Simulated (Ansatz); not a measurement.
Input and output of a self-consistent single point for CaS (Fm-3m, 2 atoms in the cell) (Ansatz, an electronic-structure program).

Computed with LDA (PW92), default PAW files made with PBE (plane waves; Ansatz).

```yaml
crystal:
  lattice:
    - [0.00000, 2.89773, 2.89773]
    - [2.89773, 0.00000, 2.89773]
    - [2.89773, 2.89773, 0.00000]
  atoms:
    - { symbol: Ca, position: [0.00000, 0.00000, 0.00000] }
    - { symbol: S, position: [0.50000, 0.50000, 0.50000] }
```

Reference input (self-consistent single point, DFT, PBE, plane waves, default PAW files): kpoints.mp_grid.grid = 7 7 7; hamiltonian.xc = pbe; hamiltonian.pseudopotentials = {kind: paw} (the program's default PAW files); scf.occupations.method = fixed. This run's input differs from it in these lines:

Ansatz 0.2 input:
```diff
@@ -11,3 +11,3 @@
 hamiltonian:
-  xc: pbe
+  xc: lda
   pseudopotentials: { kind: paw }
```

Log, with long lists cut:

```
SCF iter   1: F=—  HF=-2646.581374 eV  |F-HF|=—  |Δ(HF+E_count)|=         —  Δρ=5.74e-3  dr2=1.79e-2  ethr=1.77e-3  ⟨swp⟩=4.2  Hψ=1353  notcnv=0  defer=9
all-band conjugate gradients solve this SCF's bands
preconditioner: auto → none
SCF iter   2: F=—  HF=-2646.576361 eV  |F-HF|=—  |Δ(HF+E_count)|=   5.01e-3  Δρ=2.60e-3  dr2=1.64e-3  ethr=1.12e-4  ⟨swp⟩=2.1  Hψ=491  notcnv=0  defer=35
SCF iter   3: F=—  HF=-2646.575972 eV  |F-HF|=—  |Δ(HF+E_count)|=   3.90e-4  Δρ=1.08e-3  dr2=3.66e-4  ethr=1.02e-5  ⟨swp⟩=2.2  Hψ=367  notcnv=0  defer=35
SCF iter   4: F=—  HF=-2646.575891 eV  |F-HF|=—  |Δ(HF+E_count)|=   8.05e-5  Δρ=1.35e-4  dr2=7.92e-6  ethr=2.29e-6  ⟨swp⟩=1.9  Hψ=303  notcnv=0  defer=12
SCF iter   5: F=—  HF=-2646.575888 eV  |F-HF|=—  |Δ(HF+E_count)|=   2.87e-6  Δρ=1.78e-5  dr2=4.45e-8  ethr=4.95e-8  ⟨swp⟩=2.1  Hψ=317  notcnv=0
SCF iter   6: F=-2646.575888 eV  HF=-2646.575888 eV  |F-HF|=6.67e-10  |Δ(HF+E_count)|=   1.54e-8  Δρ=1.70e-6  dr2=7.52e-10  ethr=2.78e-10  ⟨swp⟩=4.3  Hψ=1414  notcnv=0
SCF 1 converged in 6 iterations: F = -2646.575888 eV  dr2 = 7.52e-10
Free energy (F): -2646.575888 eV
Internal energy: -2646.575888 eV  (E = F + TS)
E sigma→0 (E₀):  -2646.575888 eV
Fermi energy:    5.211406 eV
--- Forces (eV/Å), atoms counted from 1 ---
  atom   1  Ca    -0.00000000    -0.00000000     0.00000000
  atom   2  S      0.00000000     0.00000000    -0.00000000
--- Stress (GPa, compression-positive) ---
       -6.403294      -0.000000      -0.000000
        0.000000      -6.403294       0.000000
       -0.000000       0.000000      -6.403294
  P = ⅓ Tr σ = -6.4033 GPa (-64.033 kbar)
  The stress holds the Pulay correction. Without it, at fixed plane waves, as pw.x and ABINIT print it: P = -6.4088 GPa
```

The run converged in 6 iterations. Against the reference run the pressure goes from -2.27 to -6.40 GPa and the gap on the mesh goes from 2.532 to 2.325 eV.

The starting cell comes from a database of computed structures (which also holds hypothetical and non-ambient phases and stackings), without a prior relaxation at this level. Its lattice was rescaled by a random factor within 2.5 % of one. With a pressure of about -6 GPa the cell is away from its equilibrium volume at this level. Ansatz's pressure includes its estimate of the finite-basis (Pulay) stress.
